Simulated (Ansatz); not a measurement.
## What uniaxial strain ε_xx = −1.00 % does to TiAl

Start from TiAl (space group P4/mmm, No. 123; a = 2.766 Å, c = 4.002 Å; relaxed with 0.1 eV smearing). Axes: x, y, z lie along a, b, c of the conventional cell.

Now apply this change: the cell is compressed by 1.00 % along x with no lateral relaxation; the atoms relax in the strained cell.

Method: LDA (Ansatz, a program for electronic structure; PAW; 420 eV plane waves; without spin-orbit coupling). Γ-centred 21×21×15 mesh, Fermi–Dirac width 0.1 eV.

```csv
quantity,base,changed,shift
shortest interatomic distance,2.766 Å,2.739 Å,-0.0277 Å
energy relative to the base (free energy F),0 meV/atom,+1.0 meV/atom,+1.0 meV/atom
"pressure (mean of the normal stresses, compression positive)",0.0 GPa,1.3 GPa,+1.3 GPa
band gap,zero,zero,–
"stress (xx, yy, zz, yz, xz, xy; compression positive)",–,"(2.2, 0.7, 1.0, 0.0, 0.0, 0.0) GPa",–
```

Stability against distortions was not tested. All final runs are without spin polarisation.
